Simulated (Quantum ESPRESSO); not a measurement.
Quantum ESPRESSO is run on YMg₁₄Ga (Amm2, 16 atoms in the cell), and the run fails. The aim is a self-consistent single point with DFT, PBEsol, plane waves, GBRV 1.5 ultrasoft (PBESOL) pseudopotentials.

Cell that was meant: a = 10.3781 Å, b = 6.4783 Å, c = 6.4783 Å, α = 57.82°, β = 90.00°, γ = 90.00°.

Part of the input:

```fortran
    occupations = 'smearing',
    smearing = 'marzari-vanderbilt',
    degauss = 0.0036749,
/
ATOMIC_SPECIES
Y     88.9058  y_pbesol_v1.4.uspp.F.UPF
Mg    24.3050  mg_pbesol_v1.4.uspp.F.UPF
```

Output (repeated stretches shortened):

```
     This program is part of the open-source Quantum ESPRESSO suite
     for quantum simulation of materials; please cite

 %%%%%%%%%%%%%%%%%%%%%%%%%%%%%%%%%%%%%%%%%%%%%%%%%%%%%%%%%%%%%%%%%%%%%%%%%%%%%%
     Error in routine  read_namelists (1):
      bad line in namelist &electrons: "2 4 4  1 1 1" (error could be in the previous line)
 %%%%%%%%%%%%%%%%%%%%%%%%%%%%%%%%%%%%%%%%%%%%%%%%%%%%%%%%%%%%%%%%%%%%%%%%%%%%%%

     stopping ...
```

Task: From the messages shown, name the fault and mend the input.

Result: The fault is a required namelist left out. The program reads the namelists in a fixed order, even empty ones. To fix it, add the namelist. The program stopped before any SCF iteration.

An input that runs soundly differs in these lines (not the only fix; some lines may just follow from the change or write a value another way):
```diff
+/
+&ELECTRONS
+    conv_thr = 1.0d-10,
+    mixing_beta = 0.3,
```

With that input, the run converged in 15 iterations: free energy E − TS -30739.8204 eV; Fermi level (on the code's own zero) 6.04 eV; pressure -0.99 GPa; largest force (vector length) 0.177 eV/Å (DFT, PBEsol, plane waves, GBRV 1.5 ultrasoft (PBESOL) pseudopotentials).

On the sound input: the starting cell comes from a database of computed structures (which also holds hypothetical and non-ambient phases and stackings), without a prior relaxation at this level.
